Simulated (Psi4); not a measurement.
Psi4 1.11, PBE0/def2-svp, scf_type pk: [SiH3][Si@@H]1OC=N[SiH2]1, 13 atoms. The geometry is a generated start, not checked to be a minimum at this level.

```
Item                                             Result
-----------------------  ------------------------------
task                                             energy
method                                             pbe0
basis                                          def2-svp
memory                                             7 GB
e_convergence                                     1e-08
d_convergence                                     1e-07
guess                    auto, which took SAD (default)
diis_max_vecs                              10 (default)
scf_initial_accelerator                 adiis (default)
dft_radial_points                          75 (default)
dft_spherical_points                      302 (default)
basis functions                                     131
grid points                                      276789
```

```xyz
13

Si     2.1359     0.6716    -0.0612
Si     0.2669    -0.2074     0.8810
O     -0.1891    -1.6737     0.2071
C     -1.3279    -1.6888    -0.5495
N     -2.0903    -0.6735    -0.8057
Si    -1.5211     0.8193    -0.0627
H      2.3100     2.0878     0.3591
H      2.0696     0.6341    -1.5459
H      3.3490    -0.0787     0.3620
H      0.2593    -0.2902     2.3710
H     -1.5283    -2.7028    -0.9309
H     -2.5392     1.3026     0.9029
H     -1.1949     1.7996    -1.1272
```
Charge 0, spin multiplicity 1.

The reference run uses exact four-centre integrals (scf_type = pk). Single runs; times are not shown.

Settings tried, all else as in the reference:
- scf_type = dfdirj+link
- scf_type = cd, cholesky_tolerance = 0.0001 (default)
- scf_type = cd, cholesky_tolerance = 0.01
- scf_type = dfdirj+snlink
- scf_type = dfdirj+cosx
- scf_type = dfdirj+cosx, cosx_radial_points_final = 25, cosx_spherical_points_final = 50
- scf_type = dfdirj+cosx, cosx_radial_points_final = 75, cosx_spherical_points_final = 302
- scf_type = mem_df
- scf_type = dfdirj+cosx, cosx_radial_points_final = 50, cosx_spherical_points_final = 194
- scf_type = cd, cholesky_tolerance = 0.001
- scf_type = cd, cholesky_tolerance = 1e-05
- scf_type = cd, cholesky_tolerance = 1e-06

Q: Which of these stay within 1.0 meV/atom in energy of the reference run?

A: Within it: scf_type = cd, cholesky_tolerance = 1e-06; scf_type = mem_df; scf_type = cd, cholesky_tolerance = 1e-05; scf_type = dfdirj+cosx; scf_type = dfdirj+cosx, cosx_radial_points_final = 75, cosx_spherical_points_final = 302; scf_type = dfdirj+cosx, cosx_radial_points_final = 50, cosx_spherical_points_final = 194; scf_type = dfdirj+link; scf_type = dfdirj+snlink. Outside: scf_type = cd, cholesky_tolerance = 0.0001 (default); scf_type = cd, cholesky_tolerance = 0.001; scf_type = dfdirj+cosx, cosx_radial_points_final = 25, cosx_spherical_points_final = 50; scf_type = cd, cholesky_tolerance = 0.01.

| setting | energy against the reference |
|---|---|
| scf_type = cd, cholesky_tolerance = 1e-06 | +0.0014 meV/atom |
| scf_type = mem_df | −0.20 meV/atom |
| scf_type = cd, cholesky_tolerance = 1e-05 | −0.23 meV/atom |
| scf_type = dfdirj+cosx | −0.31 meV/atom |
| scf_type = dfdirj+cosx, cosx_radial_points_final = 75, cosx_spherical_points_final = 302 | −0.34 meV/atom |
| scf_type = dfdirj+cosx, cosx_radial_points_final = 50, cosx_spherical_points_final = 194 | −0.37 meV/atom |
| scf_type = dfdirj+link | −0.37 meV/atom |
| scf_type = dfdirj+snlink | −0.38 meV/atom |
| scf_type = cd, cholesky_tolerance = 0.0001 (default) | −2.6 meV/atom |
| scf_type = cd, cholesky_tolerance = 0.001 | −4.7 meV/atom |
| scf_type = dfdirj+cosx, cosx_radial_points_final = 25, cosx_spherical_points_final = 50 | +13 meV/atom |
| scf_type = cd, cholesky_tolerance = 0.01 | +30 meV/atom |

Total energies are compared; such shifts often cancel in part in energy differences. The DFDIRJ builders fit J, which adds its shift to that of exchange. Psi4 runs the final COSX grid once, on the density of the start grid. Also tried and not ranked: scf_type = direct (same energy as a listed run). The tolerance is a choice made for this comparison.
